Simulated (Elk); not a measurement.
One base run on CeAl (Pm-3m, 2 atoms in the cell) and variants with one or two settings moved

```yaml
crystal:
  lattice:
    - [3.67336, 0.00000, 0.00000]
    - [0.00000, 3.67336, 0.00000]
    - [0.00000, 0.00000, 3.67336]
  atoms:
    - { symbol: Ce, position: [0.50000, 0.50000, 0.50000], spin: 1.0 }
    - { symbol: Al, position: [0.00000, 0.00000, 0.00000] }
```
(The spins are starting values, not results.)

Base run A: LDA (PW92), all-electron FP-LAPW, Elk's shipped species files, APW+lo basis with extra local orbitals in Elk, self-consistent single point.

Its settings: spinpol = true; rgkmax = 8; swidth = 0.00367493 Ha; ngridk = 7 7 7; reducebf = 0.7; tforce = true; gmaxvr = 18 1/bohr; lmaxapw = 10; lmaxo = 8; nxlo = 2; lorbcnd = true; lradstp = 2; nrmtscf = 2; lmaxi = 4; maxscl = 100; bfcmt = [[0.0, 0.0, -0.25], [0.0, 0.0, 0.0]].

The starting cell comes from a database of computed structures (which also holds hypothetical and non-ambient phases and stackings), without a prior relaxation at this level. With one magnetic atom in the cell only a parallel order is possible. With U or open f shells several self-consistent states can exist. The f electrons are in the valence without U or exact exchange, which can misplace them near the Fermi level. Spin-orbit terms, which matter for f shells, are left out. Values depend on the basis (sphere radii, cutoffs, local orbitals), which need not be converged.

ΔF is the free energy per atom less that of run A. A dash stands where there is no value to compare (another energy zero or no entropy term, no result, no spin, no clean gap, or a mesh too coarse for one). Absolute energies have different zeros for different potentials, functionals, Hubbard and dispersion terms and are not compared across them.

Run A gave: size of the net moment (μB/atom) 0.33; k-points 20; basis size 416.

Runs:
- B: rgkmax: 8 → 6.69
- C: ngridk: 7 7 7 → 6 6 6
- D: swidth: 0.00367493 Ha → 0.00734986 Ha; stype: default → 0
- E: xctype: default → 22 [PBEsol]
- F: spinorb: default → true; nempty: default → 10 per atom [LDA (PW92), spin-orbit coupling in second variation]
- G: bfcmt: [[0.0, 0.0, -0.25], [0.0, 0.0, 0.0]] → [[0.0, 0.0, -4.0], [0.0, 0.0, 0.0]]
- H: autolinengy: default → true; dlefe: default → -0.3 Ha

**Question.** What does run B change against A?

**Answer.** The free energy rises by 55.7 meV/atom and the size of the net moment stays at 0.33 μB/atom.

**Question.** What does run C change against A?

**Answer.** The free energy drops by 1.7 meV/atom and the size of the net moment moves little (0.33 to 0.30 μB/atom).

| run | ΔF (meV/atom) | size of the net moment (μB/atom) | k-points | basis size |
|---|---|---|---|---|
| A | 0.00 | 0.33 | 20 | 416 |
| B | 55.7 | 0.33 | 20 | 335 |
| C | -1.70 | 0.30 | 20 | 413 |
| D | – | 0.35 | 20 | 416 |
| E | – | 0.36 | 20 | 416 |
| F | – | 0.27 | 52 | 416 |
| G | 0.98 | 0.33 | 20 | 416 |
| H | 4.7 | 0.33 | 20 | 416 |
